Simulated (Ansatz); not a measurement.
Partial pair distribution functions of a relaxed model of amorphous Ga₂₄O₃₈Sn, broadened by 0.06 Å; density 5.06 g/cm³. These are PBE, scalar-relativistic without spin-orbit coupling (plane waves to 420 eV, PAW; Ansatz, a quantum-chemistry and plane-wave program) values and carry that method's errors.

Preparation: random packing, a CHGNet melt and quench, and a DFT relaxation. O atoms were pushed apart under 1.9 Å during the dynamics, to hinder bonds among them. The hot cell started wider than the set density and was brought back towards it in steps. It is the lowest in DFT energy of 2 quenches. It is a model cell: composition and starting density were chosen by hand, and all elements were melted together. No dispersion term was used. Its density started from a set value of 5.06 and ended at 5.06 g/cm³. The simulated quench (nominally 220 K/ps over its main leg) is rapid and tends to freeze in more defects than a deposited or slowly cooled glass has. Values belong to this one cell and scatter from quench to quench. The volume was held where the preparation left it and the shape relaxed, at a PBE pressure of 1.9 GPa. Stress components on the final sampling reach 2.0 GPa.

```json
[
 {"r (Å)": "1.60", "g Ga-O": "0.00", "g O-Sn": "0.00", "g Ga-Ga": "0.00", "g O-O": "0.00"},
 {"r (Å)": "1.70", "g Ga-O": "0.39", "g O-Sn": "0.00", "g Ga-Ga": "0.00", "g O-O": "0.00"},
 {"r (Å)": "1.80", "g Ga-O": "4.52", "g O-Sn": "0.02", "g Ga-Ga": "0.00", "g O-O": "0.00"},
 {"r (Å)": "1.90", "g Ga-O": "8.95", "g O-Sn": "1.47", "g Ga-Ga": "0.00", "g O-O": "0.00"},
 {"r (Å)": "2.00", "g Ga-O": "4.73", "g O-Sn": "10.16", "g Ga-Ga": "0.00", "g O-O": "0.00"},
 {"r (Å)": "2.10", "g Ga-O": "1.45", "g O-Sn": "7.69", "g Ga-Ga": "0.00", "g O-O": "0.00"},
 {"r (Å)": "2.20", "g Ga-O": "0.28", "g O-Sn": "0.52", "g Ga-Ga": "0.00", "g O-O": "0.00"},
 {"r (Å)": "2.30", "g Ga-O": "0.03", "g O-Sn": "0.00", "g Ga-Ga": "0.00", "g O-O": "0.00"},
 {"r (Å)": "2.40", "g Ga-O": "0.09", "g O-Sn": "0.15", "g Ga-Ga": "0.00", "g O-O": "0.15"},
 {"r (Å)": "2.50", "g Ga-O": "0.20", "g O-Sn": "1.48", "g Ga-Ga": "0.00", "g O-O": "1.00"},
 {"r (Å)": "2.60", "g Ga-O": "0.04", "g O-Sn": "0.91", "g Ga-Ga": "0.00", "g O-O": "1.31"},
 {"r (Å)": "2.70", "g Ga-O": "0.05", "g O-Sn": "0.03", "g Ga-Ga": "0.10", "g O-O": "1.90"},
 {"r (Å)": "2.80", "g Ga-O": "0.11", "g O-Sn": "0.00", "g Ga-Ga": "0.81", "g O-O": "2.65"},
 {"r (Å)": "2.90", "g Ga-O": "0.17", "g O-Sn": "0.00", "g Ga-Ga": "1.38", "g O-O": "3.00"},
 {"r (Å)": "3.00", "g Ga-O": "0.27", "g O-Sn": "0.00", "g Ga-Ga": "1.85", "g O-O": "2.46"},
 {"r (Å)": "3.10", "g Ga-O": "0.43", "g O-Sn": "0.00", "g Ga-Ga": "2.09", "g O-O": "1.87"},
 {"r (Å)": "3.20", "g Ga-O": "0.68", "g O-Sn": "0.00", "g Ga-Ga": "3.18", "g O-O": "1.63"},
 {"r (Å)": "3.30", "g Ga-O": "0.66", "g O-Sn": "0.00", "g Ga-Ga": "3.23", "g O-O": "1.35"},
 {"r (Å)": "3.40", "g Ga-O": "0.63", "g O-Sn": "0.00", "g Ga-Ga": "2.20", "g O-O": "1.12"},
 {"r (Å)": "3.50", "g Ga-O": "1.18", "g O-Sn": "0.20", "g Ga-Ga": "2.25", "g O-O": "0.81"},
 {"r (Å)": "3.60", "g Ga-O": "1.33", "g O-Sn": "0.86", "g Ga-Ga": "1.69", "g O-O": "0.49"},
 {"r (Å)": "3.70", "g Ga-O": "1.08", "g O-Sn": "0.76", "g Ga-Ga": "0.67", "g O-O": "0.42"},
 {"r (Å)": "3.80", "g Ga-O": "0.94", "g O-Sn": "1.86", "g Ga-Ga": "0.24", "g O-O": "0.61"},
 {"r (Å)": "3.90", "g Ga-O": "1.08", "g O-Sn": "1.32", "g Ga-Ga": "0.30", "g O-O": "0.70"},
 {"r (Å)": "4.00", "g Ga-O": "1.22", "g O-Sn": "0.67", "g Ga-Ga": "0.43", "g O-O": "0.67"},
 {"r (Å)": "4.10", "g Ga-O": "1.27", "g O-Sn": "0.48", "g Ga-Ga": "0.35", "g O-O": "0.63"},
 {"r (Å)": "4.20", "g Ga-O": "1.38", "g O-Sn": "1.17", "g Ga-Ga": "0.49", "g O-O": "0.63"},
 {"r (Å)": "4.30", "g Ga-O": "1.63", "g O-Sn": "1.50", "g Ga-Ga": "0.77", "g O-O": "0.60"},
 {"r (Å)": "4.40", "g Ga-O": "1.64", "g O-Sn": "1.73", "g Ga-Ga": "0.64", "g O-O": "0.61"},
 {"r (Å)": "4.50", "g Ga-O": "1.39", "g O-Sn": "0.74", "g Ga-Ga": "0.53", "g O-O": "0.49"},
 {"r (Å)": "4.60", "g Ga-O": "1.30", "g O-Sn": "2.23", "g Ga-Ga": "0.89", "g O-O": "0.68"}
]
```

Within 2.30 Å each Ga has 4.54 O neighbours on average.
